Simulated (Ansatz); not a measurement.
For L1₂ (Cu3Au-type) Pt3Ti, PBEsol (Ansatz, a first-principles code, plane waves, PAW) gives:

| Property | Result |
|---|---|
| lattice parameter a | 3.900 Å |
| formation enthalpy | -0.881 eV/atom |

What does HSE06 (PAW; Ansatz) give for the same quantities?


- lattice constant a: 3.909 Å (grows by 0.2 %)
- formation enthalpy: -1.012 eV/atom (moves by -0.131 eV/atom)

For comparison: lattice constant a 3.916 Å (measured, temperature not stated, no zero-point or thermal correction; as tabulated in Molecular Dynamics Simulations of PtTi High-Temperature Shape Memory Alloys …).

Changes are worked out from the printed values.

Unless a cell is named, each level is at its own relaxed cell (PBEsol 14.82, HSE06 14.93 Å³/atom).

Levels without +SOC leave out spin–orbit coupling, which shifts energies and cells of such heavy elements.

Caveats: hybrids on metals are sensitive to the k mesh and can open a false gap (HSE06). Ansatz's density-functional and Hartree–Fock values are scalar-relativistic unless marked +SOC, with PAW data made under PBE.
